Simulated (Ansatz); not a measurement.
# Ti: Ti → Si

Base system: Ti in the hcp (Mg type) structure (space group P6_3/mmc, No. 194; a = 2.936 Å, c = 4.636 Å).

One thing is altered: Si takes the place of Ti on all its sites; the structure is relaxed again.

Method: Ansatz (a first-principles code) r2SCAN, no spin-orbit coupling. Γ-centred 20×20×10 mesh, Fermi–Dirac width 0.05 eV, for the changed cell.

```yaml
density: 3.41 g/cm³ (base 4.59 g/cm³)
c/a ratio: 1.714 (base 1.579)
space_group: P6_3/mmc (No. 194) (base P6_3/mmc (No. 194))
shortest_interatomic_distance: 2.642 Å (base 2.872 Å)
band_gap: zero (base zero)
```

Final structure:

```xyz
2
Lattice="2.6424 0.0000 0.0000 -1.3212 2.2883 0.0000 0.0000 0.0000 4.5284" Properties=species:S:1:pos:R:3 pbc="T T T"
Si     0.0000     1.5256     3.3963
Si     1.3212     0.7628     1.1321
```

Whether these cells are dynamically stable was not tested. For Si in this form, whether it has been made was not checked. All final runs are without spin polarisation. This is not the structure that Si has at room temperature and ambient pressure.
